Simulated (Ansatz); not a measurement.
Worked example: self-consistent single point of BeMo3 (Pm-3n, 8 atoms in the cell) in Ansatz (a first-principles code).

Computed with PBEsol, PAW files made with PBE (plane waves; Ansatz).

The change in words: lattice scaled by 0.98. Reference geometry:
```
CELL_PARAMETERS angstrom
      4.80639     0.00000     0.00000
      0.00000     4.80639     0.00000
      0.00000     0.00000     4.80639
ATOMIC_POSITIONS crystal
  Be 0.00000 0.00000 0.00000
  Be 0.50000 0.50000 0.50000
  Mo 0.25000 0.00000 0.50000
  Mo 0.75000 0.00000 0.50000
  Mo 0.50000 0.75000 0.00000
  Mo 0.50000 0.25000 0.00000
  Mo 0.00000 0.50000 0.75000
  Mo 0.00000 0.50000 0.25000
```

Reference input (self-consistent single point, DFT, PBEsol, plane waves, PAW files made with PBE): kpoints.mp_grid.grid = 7 7 7; hamiltonian.xc = pbesol; hamiltonian.pseudopotentials = {kind: paw} (an earlier, softer set of the program's PAW files); scf.occupations.method = gaussian; scf.occupations.width = 0.1 eV. This run's input differs from it in these lines:

```diff
@@ -2,5 +2,5 @@
   lattice:
-    - [4.806391, 0.000000, 0.000000]
-    - [0.000000, 4.806391, 0.000000]
-    - [0.000000, 0.000000, 4.806391]
+    - [4.710263, 0.000000, 0.000000]
+    - [0.000000, 4.710263, 0.000000]
+    - [0.000000, 0.000000, 4.710263]
   atoms:
```

Output, abridged:

```
SCF iter   1: F=—  HF=-29570.608887 eV  |F-HF|=—  |Δ(HF+E_count)|=         —  Δρ=1.08e-1  dr2=1.58e1  ethr=3.10e-3  ⟨swp⟩=5.5  Hψ=3858  notcnv=0
all-band conjugate gradients solve this SCF's bands
preconditioner: auto → Kerker (q_TF=auto, 2.651 Å⁻¹)
SCF iter   2: F=—  HF=-29566.712438 eV  |F-HF|=—  |Δ(HF+E_count)|=    3.90e0  Δρ=5.64e-2  dr2=3.89e0  ethr=3.10e-3  ⟨swp⟩=2.8  Hψ=2104  notcnv=0  defer=61
   [... lines left out ...]
SCF iter   4: F=—  HF=-29565.541641 eV  |F-HF|=—  |Δ(HF+E_count)|=   1.48e-3  Δρ=7.22e-4  dr2=3.93e-4  ethr=2.78e-5  ⟨swp⟩=2.1  Hψ=1997  notcnv=0  defer=59
SCF iter   5: F=—  HF=-29565.541628 eV  |F-HF|=—  |Δ(HF+E_count)|=   1.33e-5  Δρ=1.58e-4  dr2=1.05e-5  ethr=4.47e-7  ⟨swp⟩=3.0  Hψ=1933  notcnv=0  defer=59
SCF iter   6: F=—  HF=-29565.541913 eV  |F-HF|=—  |Δ(HF+E_count)|=   2.85e-4  Δρ=1.70e-5  dr2=2.01e-7  ethr=1.19e-8  ⟨swp⟩=2.2  Hψ=1888  notcnv=0  defer=59
SCF iter   7: F=-29565.541913 eV  HF=-29565.541913 eV  |F-HF|=6.29e-9  |Δ(HF+E_count)|=   3.30e-8  Δρ=2.67e-6  dr2=9.58e-9  ethr=1.14e-10  ⟨swp⟩=10.7  Hψ=4412  notcnv=0
SCF 1 converged in 7 iterations: F = -29565.541913 eV  dr2 = 9.58e-9
Free energy (F): -29565.541913 eV
Internal energy: -29565.511859 eV  (E = F + TS)
E sigma→0 (E₀):  -29565.526886 eV
Entropy (-TS):   -0.030054 eV (-3.757 meV/atom)
Fermi energy:    19.455492 eV
--- Forces (eV/Å), atoms counted from 1 ---
  atom   1  Be    -0.00000000     0.00000000     0.00000000
   [... zero for the other atoms too ...]
--- Stress (GPa, compression-positive) ---
       14.514616      -0.000000      -0.000000
        0.000000      14.514616       0.000000
        0.000000       0.000000      14.514616
  P = ⅓ Tr σ = 14.5146 GPa (145.146 kbar)
  The stress holds the Pulay correction. Without it, at fixed plane waves, as pw.x and ABINIT print it: P = 14.4905 GPa
```

The run converged in 7 iterations. Against the reference run the free energy rises by 30.1 meV/atom and the pressure goes from -1.85 to 14.51 GPa.

The starting cell comes from a database of computed structures (which also holds hypothetical and non-ambient phases and stackings), without a prior relaxation at this level. Its lattice was rescaled by a random factor within 2.5 % of one. For this run, on top of that: lattice scaled by 0.98. Spin polarisation is off. With a pressure of about 15 GPa the cell is away from its equilibrium volume at this level. Ansatz's pressure includes its estimate of the finite-basis (Pulay) stress.

Keys are those of Ansatz 0.2.
